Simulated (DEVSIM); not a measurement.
Device: Pd/Al2O3/SiO2/p-Si capacitor, at 500 K.

```
layer (left to right)  material  thickness (nm)  Na (cm⁻³)
---------------------  --------  --------------  ---------
1                         Al2O3            9.50          -
2                          SiO2            1.20          -
3                            Si             470     1.5e18
```

Metal gate on the left, work function 5.2 eV. Fixed charge at the semiconductor interface 0 cm⁻² (in units of +e); no interface traps.

The device is made up for the run: typed textbook-type constants, with dimensions and the other settings drawn at random. Values at 300 K; Nc and Nv go as T^1.5, mobilities as T to minus their exponent, the gap by Varshni's rule with the affinity fixed.

```
parameter         Al2O3  SiO2        Si
----------------  -----  ----  --------
gap (eV)            6.8     9     1.124
affinity (eV)      1.35   0.9      4.05
permittivity          9   3.9      11.7
Nc (cm⁻³)             -     -   2.86e19
Nv (cm⁻³)             -     -    3.1e19
Varshni α (eV/K)      -     -  0.000473
Varshni β (K)         -     -       636
```

Simulated with DEVSIM: 1D Poisson equation in equilibrium, Boltzmann statistics, complete ionisation; no quantum confinement or tunnelling. Metal contacts follow the ideal Schottky-Mott rule: no Fermi-level pinning, no interface dipoles.

**Question.** Tabulate band edges, carrier densities and field at 1.2 V on the gate.

**Answer.** Energies count from the Fermi level of the right contact; mesh points crowd at the junctions.

| x (μm) | Ec (eV) | Ev (eV) | n (cm⁻³) | p (cm⁻³) | field (V/cm) |
|---|---|---|---|---|---|
| 0.000 | 2.650 | -4.150 | < 1e2 | < 1e2 | 490000 |
| 0.001030 | 2.701 | -4.099 | < 1e2 | < 1e2 | 490000 |
| 0.002853 | 2.790 | -4.010 | < 1e2 | < 1e2 | 490000 |
| 0.005503 | 2.920 | -3.880 | < 1e2 | < 1e2 | 490000 |
| 0.008331 | 3.059 | -3.741 | < 1e2 | < 1e2 | 490000 |
| 0.009416 | 3.113 | -3.687 | < 1e2 | < 1e2 | 490000 |
| 0.01002 | 3.626 | -5.374 | < 1e2 | < 1e2 | 1100000 |
| 0.01082 | 0.556 | -0.509 | 1.5e14 | 4.9e14 | 370000 |
| 0.01207 | 0.601 | -0.464 | 5.4e13 | 1.4e15 | 350000 |
| 0.01468 | 0.683 | -0.382 | 7.9e12 | 9.4e15 | 290000 |
| 0.01963 | 0.797 | -0.268 | 5.7e11 | 1.3e17 | 170000 |
| 0.03464 | 0.897 | -0.168 | 5.6e10 | 1.3e18 | 11000 |
| 0.06051 | 0.902 | -0.164 | 5.0e10 | 1.5e18 | 29 |
| 0.1096 | 0.902 | -0.164 | 5.0e10 | 1.5e18 | ≈ 0 |
| 0.2535 | 0.902 | -0.164 | 5.0e10 | 1.5e18 | ≈ 0 |
| 0.3694 | 0.902 | -0.164 | 5.0e10 | 1.5e18 | ≈ 0 |
| 0.4246 | 0.902 | -0.164 | 5.0e10 | 1.5e18 | ≈ 0 |
| 0.4537 | 0.902 | -0.164 | 5.0e10 | 1.5e18 | ≈ 0 |
| 0.4705 | 0.902 | -0.164 | 5.0e10 | 1.5e18 | ≈ 0 |
| 0.4761 | 0.902 | -0.164 | 5.0e10 | 1.5e18 | ≈ 0 |
| 0.4790 | 0.902 | -0.164 | 5.0e10 | 1.5e18 | ≈ 0 |
| 0.4807 | 0.902 | -0.164 | 5.0e10 | 1.5e18 | ≈ 0 |
